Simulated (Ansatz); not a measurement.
The starting structures come from a database of crystals and need not be the phases stable at ambient conditions.

Tunnelling through a barrier is set by its complex band structure: the current falls as exp(−2κd) with the smallest κ.

Given:

```
InP
1.0
    4.25822     0.00000     0.00000
    0.00000     4.25822     0.00000
    2.12911     2.12911     2.95198
In P
1 1
Cartesian
  0.00000   0.00000   0.00000
  4.25822   2.12911   1.47599
```

The cell is strained (lengths across the current scaled by 1.02, ions clamped); by r2SCAN it stands under a pressure of -2.4 GPa.

Transport runs along the normal of the first two printed cell vectors, the (001) (indices of the unstrained crystal) plane of the conventional cell.

The gap is the functional's own. No spin-orbit coupling. Mid-gap values are those at the computed energy nearest the middle.

### Question
Estimate the band gap and the smallest decay constant κ at mid-gap that r2SCAN run with Ansatz (a quantum-chemistry and plane-wave program) returns for this system.

### Answer
Gap 0.74 eV on a 10×10×10 mesh; κ = 0.052 1/Å, at the zone centre.
